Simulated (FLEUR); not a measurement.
Input and output of a self-consistent single point for Ba3Bi2 (Pm-3m, 5 atoms in the cell) (FLEUR).

Level of theory: PBEsol, all-electron FLAPW (FLEUR), scalar-relativistic valence run with FLEUR.

```yaml
crystal:
  lattice:
    - [6.46279, 0.00000, 0.00000]
    - [0.00000, 6.46279, 0.00000]
    - [0.00000, 0.00000, 6.46279]
  atoms:
    - { symbol: Ba, position: [0.00000, 0.50000, 0.50000] }
    - { symbol: Ba, position: [0.50000, 0.00000, 0.50000] }
    - { symbol: Ba, position: [0.50000, 0.50000, 0.00000] }
    - { symbol: Bi, position: [0.00000, 0.00000, 0.00000] }
    - { symbol: Bi, position: [0.50000, 0.50000, 0.50000] }
```

Reference input (self-consistent single point, DFT, LDA (Perdew-Zunger), all-electron FLAPW (FLEUR), scalar-relativistic valence): Kmax = 3.8 1/bohr; GmaxXC = 13.3 1/bohr; xcFunctional = pz; jspins = 1; l_soc = F; mode = hist; fermiSmearingEnergy = 0.00183747 Htr; mesh (inpgen div1-3) = 5 5 5; inpgen gamma flag = false; Gmax = 13.3 1/bohr; numbands = 0; maxIterBroyd = 15. This run's input differs from it in these lines:

```diff
@@ -17,3 +17,3 @@
 &comp jspins=1 /
-&exco xctyp='pz' /
+&exco xctyp='PBEs' /
 &kpt div1=5 div2=5 div3=5 /
@@ -30,3 +30,3 @@
       <coreElectrons ctail="T" frcor="F" kcrel="0" coretail_lmax="0"/>
-      <xcFunctional name="pz" relativisticCorrections="F"/>
+      <xcFunctional name="PBEs" relativisticCorrections="F"/>
       <magnetism jspins="1"/>
```

Log, with long lists cut:

```
 Iteration:     1   Distance:       4.29176069 me/bohr^3
 Iteration:     2   Distance:       4.01351199 me/bohr^3
 Iteration:     3   Distance:       2.07424605 me/bohr^3
 Iteration:     4   Distance:       0.87272352 me/bohr^3
 Iteration:     5   Distance:       0.67252152 me/bohr^3
   [... 10 lines left out ...]
 Iteration:    16   Distance:       0.00008139 me/bohr^3
 Iteration:    17   Distance:       0.00004648 me/bohr^3
 Iteration:    18   Distance:       0.00001799 me/bohr^3
 Iteration:    19   Distance:       0.00000501 me/bohr^3
 Run finished successfully
 Stop message:
   Structural relaxation: Done

[file out, last iteration]
             iter=     20
[...]
          total density-effective poten   -1.1831043707E+05
          total charge density-energy d   -1.3713327220E+03
 Updated energy parameters for spin:           1
[...]
 fermi energy and band-weighting factors:

[...]
FERMIE:
          first approx. to ef    (T=0)  :   0.188465 htr   (energy of the highest occ. eigenvalue)
          number of occ. states  (T=0)  :        300
          first approx. to seigv (T=0)  : -22.101844 htr
          sum of weights of occ. states :  30.000000
          sum of semicore charge        :   0.000000 e
FERHIS:  Fermi-Energy by histogram:
          bandgap                     :   0.000000 htr
   [... lines left out ...]
          charge neutrality (T=0)     :   0.000000    (zero if the highest occ. eigenvalue is "entirely" occupied)
     EF_NEWTON:  Adjust Fermi-Energy by Newton-Method.
 Direct bandgap for spin            1 :    1.5515999113419499E-002  Htr
 ---->    free energy=                    -67560.3140977144 htr
   [... lines left out ...]
 TOTAL FORCE FOR ATOM TYPE=  1  X=  0.000   Y=  6.106   Z=  6.106
                       FX_TOT= 0.000000 FY_TOT= 0.000000 FZ_TOT= 0.000000
 TOTAL FORCE FOR ATOM TYPE=  2  X=  0.000   Y=  0.000   Z=  0.000
                       FX_TOT= 0.000000 FY_TOT= 0.000000 FZ_TOT= 0.000000
 TOTAL FORCE FOR ATOM TYPE=  3  X=  6.106   Y=  6.106   Z=  6.106
                       FX_TOT= 0.000000 FY_TOT= 0.000000 FZ_TOT= 0.000000
 Structural relaxation: Done
```

The run converged in 19 iterations. FLEUR gives forces in its relaxation mode, with a further iteration, so its stop message speaks of a relaxation. 

The starting cell comes from a database of computed structures (which also holds hypothetical and non-ambient phases and stackings), without a prior relaxation at this level. Its lattice was rescaled by a random factor within 2.5 % of one. Spin-orbit coupling is off. Values depend on the basis (sphere radii, cutoffs, local orbitals), which need not be converged. The log's line on a gap gives a spacing of levels on this mesh, which the program prints for metals too.

Cost on one core of a shared machine: roughly 4 min.
